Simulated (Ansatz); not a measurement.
**Several settings converged on BaAlSiH (P3m1, 4 atoms in the cell)**

```
CELL_PARAMETERS angstrom
      4.31256     0.00000     0.00000
     -2.15628     3.73479     0.00000
      0.00000     0.00000     5.23624
ATOMIC_POSITIONS crystal
  Ba 0.00000 0.00000 0.00044
  Al 0.66667 0.33333 0.46525
  Si 0.33333 0.66667 0.54231
  H  0.66667 0.33333 0.13491
```

Base method: LDA (PW92), default PAW files made with PBE (plane waves; Ansatz, a quantum-chemistry and plane-wave program).

Base settings: basis.ecutwfc = 420 eV; kpoints.mp_grid.grid = 7 7 5; hamiltonian.xc = lda; hamiltonian.pseudopotentials = {kind: paw} (the program's default PAW files); scf.occupations.method = fermi_dirac; scf.occupations.width = 0.02 eV.

The count of work is k-points × plane waves × bands × iterations; it is no time. Core times come from one kind of shared machine, to one figure; runs under 30 s give none.

**Zone-centre phonons against the mesh**

In this ladder: scf.occupations.method = fixed; scf.occupations.width = default; phonons.method = dfpt; phonons.dielectric = true; phonons.rigid_motions = translations.

Frequencies are those of the unrelaxed cell, without the LO-TO term of polar crystals.

Only quantities that move along the ladder and can be compared are tabulated.

```csv
kpoints.mp_grid.grid,highest zone-centre frequency (cm⁻¹),lowest optical frequency (cm⁻¹),core time / last (rough)
3 3 2,1283.8,117.6,0.2
5 5 3,1283.5,131.1,0.2
9 9 6,1285.0,130.8,0.5
13 13 9,1285.0,130.8,1
```

Coarsest kpoints.mp_grid.grid that holds the lowest optical frequency within 5 cm⁻¹ of the last step, with all finer ones: 5 5 3, at about 0.2 of the last step's time; the step before is off by 13 cm⁻¹.

Coarsest kpoints.mp_grid.grid that holds the highest zone-centre frequency within 1 cm⁻¹ of the last step, with all finer ones: 9 9 6; the step before is off by 1.6 cm⁻¹.

**The dielectric constant against the mesh**

In this ladder: scf.occupations.method = fixed; scf.occupations.width = default; dielectric = true; dielectric.field_mesh = kpoints.

Only quantities that move along the ladder and can be compared are tabulated.

```csv
kpoints.mp_grid.grid,largest Born charge (mean of the diagonal) (e),mean ε∞,core time / last (rough)
3 3 2,2.755,11.414,–
5 5 3,2.640,13.294,–
7 7 5,2.654,14.369,0.1
11 11 8,2.651,14.843,0.5
13 13 9,2.651,14.896,1
```

Coarsest kpoints.mp_grid.grid that holds the largest Born charge (mean of the diagonal) within 0.05 e of the last step, with all finer ones: 5 5 3; the step before is off by 0.10 e.

Coarsest kpoints.mp_grid.grid that holds the mean ε∞ within 0.2 of the last step, with all finer ones: 11 11 8; the step before is off by 0.53.

**The size of the supercell around a displaced atom**

On BaAlSiH (P3m1, 8 atoms in the cell), and larger cells.

Steps: 2 x 1 x 1 supercell, one H atom moved by 0.02 angstrom along z; 2 x 2 x 1 supercell, one H atom moved by 0.02 angstrom along z; and so on, with the mesh thinned in proportion.

Only quantities that move along the ladder and can be compared are tabulated.

| atoms | largest change of a force by the displacement (eV/Å) | count of work / last | core time / last (rough) |
|---|---|---|---|
| 8 | 0.1259 | 0.093 | 0.1 |
| 16 | 0.1262 | 0.086 | – |
| 32 | 0.1269 | 0.25 | 0.2 |
| 72 | 0.1270 | 1.0 | 1 |

Smallest size that holds the largest change of a force by the displacement within 0.0005 eV/Å of the last step, with all finer ones: 32, at 0.25 of the last step's count of work and about 0.2 of the last step's time; the step before is off by 0.0008 eV/Å.

On the base run: the starting cell comes from a database of computed structures (which also holds hypothetical and non-ambient phases and stackings), without a prior relaxation at this level. Its lattice was rescaled by up to half a per cent.

Keys are those of Ansatz 0.2.
